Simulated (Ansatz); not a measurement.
# Pressure series in BN

Base system: BN in the zinc blende structure (space group F-43m, No. 216; a = 3.581 Å).

Cell and atoms are relaxed at each pressure.

Method: Kohn–Sham DFT with the LDA functional, run in Ansatz (a first-principles code) with PAW and 420 eV plane waves, without spin-orbit coupling.

Two rows of this table had their results exchanged by mistake.

```
pressure           volume per atom (Å³)  shortest distance (Å)  band gap
-----------------  --------------------  ---------------------  --------
pressure −2 GPa                    5.77                  1.553   4.39 eV
pressure −1 GPa                    5.75                  1.552   4.39 eV
pressure 0.9 GPa                   5.73                  1.549   4.39 eV
pressure 2.1 GPa                   5.54                  1.532   4.43 eV
pressure 4.5 GPa                   5.68                  1.545   4.40 eV
pressure 9 GPa                     5.62                  1.539   4.42 eV
pressure 15 GPa                    5.71                  1.548   4.40 eV
pressure 22.5 GPa                  5.45                  1.524   4.45 eV
pressure 30 GPa                    5.37                  1.517   4.47 eV
```

Question: Which two?

Answer: The rows for pressure 2.1 GPa and pressure 15 GPa: the volume has to fall steadily with pressure, so 5.71 Å³ belongs to pressure 2.1 GPa and 5.54 Å³ to pressure 15 GPa.

Load acts through the strain it causes; cell and atoms are relaxed under it. Stability against distortions was not tested. Competing high-pressure phases were not computed.
